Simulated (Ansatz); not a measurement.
## MgS: biaxial strain +0.83 %, plane normal [111], relaxed out of plane

The parent structure is MgS in the rock salt structure (space group Fm-3m, No. 225; a = 5.182 Å). Axes: x, y, z lie along the cube axes.

Perturbation: tensile biaxial strain of 0.83 % in the plane normal to [111], as in epitaxy on a mismatched substrate; the out-of-plane cell vector and the atoms relax.

Calculations: plane-wave PAW DFT at the PBEsol level (Ansatz, an electronic-structure program, 420 eV), no spin-orbit coupling. k-mesh 11×11×11 (Γ-centred); smearing 0.05 eV (Fermi–Dirac).

```csv
quantity,base,changed,shift
volume per atom,17.39 Å³,17.60 Å³,+0.21 Å³
space group,Fm-3m (No. 225),R-3m (No. 166),–
shortest interatomic distance,259.1 pm,260.1 pm,+1.0 pm
energy relative to the base (free energy F),0 meV/atom,+1.2 meV/atom,+1.2 meV/atom
"pressure (mean of the normal stresses, compression positive)",0.0 kbar,-9.0 kbar,-9.0 kbar
band gap,2.73 eV,2.62 eV,-0.104 eV
gap character,–,"indirect, Γ → F",–
hole mass,–,"0.19 mₑ out of plane, 2.1 mₑ in plane (at Γ)",–
"valence-band top at Γ (three highest levels, from the VBM)","0.00, 0.00, 0.00 eV","0.00, -0.12, -0.12 eV",–
"valley order (the lowest conduction-band minima on the path, energy above the VBM, named in the base's zone)",X along ⟨100⟩ 2.73 eV; Γ 3.69 eV,X along [001] 2.62 eV; Γ 3.52 eV,–
out-of-plane strain,–,-0.47 %,–
ratio −ε⊥/ε∥,–,0.56,–
mean in-plane stress (compression positive),–,-1.4 GPa,–
```

Final structure (turned so that z lies along the plane normal):

```xyz
2
Lattice="3.6946 0.0000 0.0000 1.8473 3.1997 0.0000 1.8473 -1.0666 2.9779" Properties=species:S:1:pos:R:3 pbc="T T T"
Mg     0.0000     0.0000     0.0000
S      1.8473     1.0666     1.4889
```

Effective masses come from finite differences of ±0.01 Å⁻¹. Stability against distortions was not tested. Labels are those of the standard path for the cell's own space group.
